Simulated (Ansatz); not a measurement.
Cu under load (space group I4/mmm), Ansatz (an electronic-structure program) with PBEsol, DFPT electron-phonon coupling, linearised Boltzmann equation. Condition of this run: biaxial stress xx = yy = -3 GPa (compression positive) (the target of the relaxation). Phonon-limited resistivity 1.74 μΩ·cm at 300 K along y (a = (0.00, 1.83, 1.72) Å; b = (1.83, 0.00, 1.72) Å; c = (1.83, 1.83, 0.00) Å), 2.38 μΩ·cm at 400 K, current-weighted mean free path 39 nm, Drude plasma energy 9.05 eV.

Question: Estimate the resistivity of a 80 nm square wire with diffuse walls from ρ ≈ ρ₀(1 + 3ℓ/4d).

Answer: 1 + 0.75 × 39/80 = 1.37, so ρ ≈ 2.38 μΩ·cm and a line 1 μm long has 3.71 Ω. The formula is the free-electron limit for d well above ℓ; grain boundaries add to it.

Question: What Drude relaxation time do resistivity and plasma energy imply?

Answer: ω_p = 1.37e16 s⁻¹, so τ = 1/(ε₀ ω_p² ρ) = 34.3 fs, a damping ħ/τ of 19.2 meV.

Question: Estimate the electronic thermal conductivity at 300 K by the Wiedemann-Franz law (L₀ = 2.44×10⁻⁸ W·Ω/K²).

Answer: L₀T/ρ = 2.44×10⁻⁸ × 300/(1.74×10⁻⁸) = 421 W/(m·K). Inelastic scattering puts the true Lorenz number somewhat under L₀ near and below the Debye temperature.

A metal at this level (no band gap). Only scattering by harmonic phonons is included (no impurities, grain boundaries, electron-electron scattering or thermal expansion). Spin-orbit coupling is left out. Halving the electron mesh (40x40x40) moves the resistivity by up to 2 % at 300 K, the mean free path by up to 1 %. Smearing 0.20 eV; phonons on a 7x7x7 q mesh, which this run doesn't test.
